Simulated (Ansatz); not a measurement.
Convergence study of the k-point mesh at a smearing width of 0.05 eV for NbRu (P4mm, 2 atoms in the cell)

```
NbRu
1.0
    3.06874     0.00000     0.00000
    0.00000     3.06874     0.00000
    0.00000     0.00000     3.44215
Nb Ru
1 1
Direct
  0.00000   0.00000   0.01453
  0.50000   0.50000   0.50000
```

Level of theory: LDA (PW92), default PAW files made with PBE (plane waves; Ansatz, an electronic-structure program).

Base settings: basis.ecutwfc = 30.9 Ry; kpoints.mp_grid.grid = 11 11 10; hamiltonian.xc = lda; hamiltonian.pseudopotentials = {kind: paw} (the program's default PAW files); scf.occupations.method = fermi_dirac; scf.occupations.width = 0.0073 Ry.

In this ladder: scf.occupations.width = 0.0037 Ry.

The second cell is the first with its lattice scaled by 0.98.

Only quantities that move along the ladder and can be compared are tabulated.

The count of work is k-points × plane waves × bands × iterations; it is no time. 

The starting cell comes from a database of computed structures (which also holds hypothetical and non-ambient phases and stackings), without a prior relaxation at this level. Its lattice was rescaled by up to half a per cent. One atom was moved a little off its site on purpose. Spin polarisation is off. In the base run, with a pressure of about -15 GPa the cell is away from its equilibrium volume at this level. Ansatz's pressure includes its estimate of the finite-basis (Pulay) stress.

```tsv
kpoints.mp_grid.grid	free energy less the last step's (meV/atom)	energy of the compressed cell less the first (meV/atom)	pressure (GPa)	largest difference of a force vector from the last step's (eV/Å)	count of work / last
4 4 4	-25.68	-52.20	-15.41	0.203	0.016
5 5 4	-19.23	-51.18	-15.25	0.150	0.019
6 6 5	23.38	-49.04	-14.78	0.100	0.027
7 7 6	-6.56	-50.03	-15.07	0.064	0.037
8 8 7	-3.33	-51.62	-15.23	0.042	0.055
10 10 9	-4.73	-50.68	-15.14	0.026	0.096
12 12 11	0.00	-50.14	-15.04	0.016	0.15
14 14 13	0.07	-49.90	-15.00	0.000	0.23
17 17 15	0.21	-50.19	-15.04	0.007	0.33
21 21 19	-0.01	-50.07	-15.02	0.002	0.60
25 25 23	0.00	-50.17	-15.04	0.000	1.0
```

Coarsest kpoints.mp_grid.grid that holds the forces within 0.02 eV/Å of the last step, with all finer ones: 12 12 11, at 0.15 of the last step's count of work; the step before is off by 0.026 eV/Å.

Coarsest kpoints.mp_grid.grid that holds the pressure within 0.05 GPa of the last step, with all finer ones: 12 12 11, at 0.15 of the last step's count of work; the step before is off by 0.10 GPa.

Coarsest kpoints.mp_grid.grid that holds the free energy within 0.5 meV/atom of the last step, with all finer ones: 12 12 11, at 0.15 of the last step's count of work; the step before is off by 4.7 meV/atom.

The energy difference between the two cells stays within 1 meV/atom of the last step's from 10 10 9 on, the total only from 12 12 11 on: much of the error is common to both cells and cancels.

Keys are those of Ansatz 0.2.
